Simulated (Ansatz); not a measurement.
Gap of a (5,0) AlN nanotube at several levels, all on one geometry.

Levels: PBE (plane waves to 420 eV, PAW; Ansatz, a quantum-chemistry and plane-wave program); r2SCAN (plane waves to 500 eV, PAW; Ansatz); HSE06 in Ansatz. Unmarked values and the geometry are of the first. Mesh 1×1×6. No spin polarisation. Isolated but for its images some 11 Å away. A hypothetical model, rolled from the flat sheet. Only distortions within the start's symmetry and period were free. HSE06 ran on a 1×1×4 mesh and at PBE's edge points.

| level | gap (eV) |
|---|---|
| PBE | 2.38 |
| r2SCAN | 2.82 |
| HSE06 | ? |

**Question.** Some entries are withheld; supply them.

**Answer.** 
- HSE06, gap (eV): 3.50
